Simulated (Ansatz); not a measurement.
Consider Ge in the diamond structure (space group Fd-3m, No. 227; a = 5.622 Å). Axes: x, y, z lie along the cube axes.

All numbers come from plane-wave PAW DFT at the LDA level (Ansatz, a quantum-chemistry and plane-wave program, 420 eV), no spin-orbit coupling.

Strains are applied to the cell and any free atomic positions relax; under biaxial strain the out-of-plane vector relaxes too.

One change was made to it. Results:

| quantity | base | after |
|---|---|---|
| energy relative to the base (free energy F) | 0 meV/atom | +14 meV/atom |
| pressure (mean of the normal stresses, compression positive) | 0.0 GPa | -2.5 GPa |
| shortest interatomic distance | 2.434 Å | 2.441 Å |

**Question.** What was done to the base?
A) biaxial strain +2.50 %, plane normal [111], relaxed out of plane
B) biaxial strain +0.83 %, plane normal [111], relaxed out of plane
C) biaxial strain +1.67 %, plane normal [111], relaxed out of plane

**Answer.** A, biaxial strain +2.50 %, plane normal [111], relaxed out of plane. For comparison, the energy relative to the base in the other runs: biaxial strain +0.83 %, plane normal [111], relaxed out of plane gives +1.6 meV/atom; biaxial strain +1.67 %, plane normal [111], relaxed out of plane gives +6.2 meV/atom.

No phonon test of stability was made.
